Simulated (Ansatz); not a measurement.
Data:

```yaml
crystal:
  lattice:
    - [4.58732, 0.00000, 0.00000]
    - [2.29366, 3.97274, 0.00000]
    - [2.29366, -1.32425, 4.36549]
  atoms:
    - { symbol: Al, position: [0.70050, 0.64975, 0.94925] }
    - { symbol: Al, position: [0.70050, 0.14975, 0.44925] }
    - { symbol: Al, position: [0.29950, 0.35025, 0.05075] }
    - { symbol: Al, position: [0.29950, 0.85025, 0.55075] }
    - { symbol: O, position: [0.50000, 0.44208, 0.25000] }
    - { symbol: O, position: [0.80792, 0.75000, 0.25000] }
    - { symbol: O, position: [0.50000, 0.55792, 0.75000] }
    - { symbol: O, position: [0.80792, 0.94208, 0.75000] }
    - { symbol: O, position: [0.19208, 0.25000, 0.75000] }
    - { symbol: O, position: [0.19208, 0.05792, 0.25000] }
```

No spin polarisation.

Method: Ansatz (a first-principles code), LDA, PAW, cutoff 420 eV, without spin-orbit coupling. Γ-centred 9×9×9 mesh, Fermi–Dirac width 0.05 eV.

Question: Predict the pressure (mean of the normal stresses, compression positive).

Answer: 13.14 GPa.

Question: What gap character does the calculation give?

Answer: Direct at Γ.

Question: Estimate the band gap.

Answer: 6.97 eV.

The cells carry an imposed strain or load. Stability against distortions was not tested. The cell was made from Al₂O₃ in the corundum structure (space group R-3c, No. 167) by this change: biaxial strain −3.00 %, plane normal [001], relaxed out of plane.
